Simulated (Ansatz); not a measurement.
**Pt3Ga (within 0.1 Å of Pm-3m, No. 221, 8 atoms in the cell; start mp-1078666)**

Level of theory: PBEsol in Ansatz (PAW).

Settings: plane-wave cutoff 520 eV, 10×10×14 k mesh (along the axes of the cell as run), Fermi–Dirac smearing 0.05 eV, scalar-relativistic PAW data made under PBE.

Cell (relaxed at this level):

```xyz
8
Lattice="5.5012 0.0000 0.0000 0.0000 5.5012 0.0000 0.0000 0.0000 3.8901" Properties=species:S:1:pos:R:3 pbc="T T T"
Ga     0.0000     2.7506     1.9450
Ga     2.7506     0.0000     1.9450
Pt     4.1264     1.3758     0.0000
Pt     1.3748     4.1254     0.0000
Pt     4.1254     4.1264     0.0000
Pt     1.3758     1.3748     0.0000
Pt     2.7506     2.7506     1.9450
Pt     0.0000     0.0000     1.9450
```

```json
{
 "band_gap": "zero (no gap)",
 "bulk_modulus": "248 GPa"
}
```

Note: the bulk modulus is −V dP/dV from two relaxed cells at ±2 % in volume.

Spin–orbit coupling is not included.

The computed numbers hold no vibrational or temperature effects.

Cost on a shared machine: roughly 10 core-minutes.

A start named mp-… is a Materials Project structure, which need not be a measured phase.

Ansatz is a quantum-chemistry and plane-wave program.
